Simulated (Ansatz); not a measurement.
Base system: BeSe in the zinc blende structure (space group F-43m, No. 216; a = 5.178 Å).

Computed with PBE (Ansatz, a program for electronic structure; PAW; 420 eV plane waves; spin-orbit coupling left out).

Before the change:

The pressure is 0.01 GPa, the valley order is X along ⟨100⟩ 2.67 eV; Γ 4.22 eV; L along ⟨111⟩ 4.27 eV and the hole mass comes out as 0.24, 0.48, 0.48 mₑ (at Γ).

Perturbation: an isotropic linear strain of +3.00 %, atoms relaxed at fixed cell.

### Question
What happens to the pressure, valley order and hole mass?

### Answer
The pressure shrinks by 5.61 GPa, from 0.01 GPa to -5.60 GPa; the valley order (the lowest conduction-band minima on the path, energy above the VBM, named in the base's zone) goes from X along ⟨100⟩ 2.67 eV; Γ 4.22 eV; L along ⟨111⟩ 4.27 eV to X along ⟨100⟩ 2.84 eV; Γ 3.60 eV; L along ⟨111⟩ 3.96 eV; the hole mass (degenerate bands, along [100]) goes from 0.24, 0.48, 0.48 mₑ (at Γ) to 0.22, 0.54, 0.54 mₑ (at Γ).

The levels and masses belong to the bands next to the band gap. Effective masses come from finite differences of ±0.01 Å⁻¹. Whether these cells are dynamically stable was not tested.
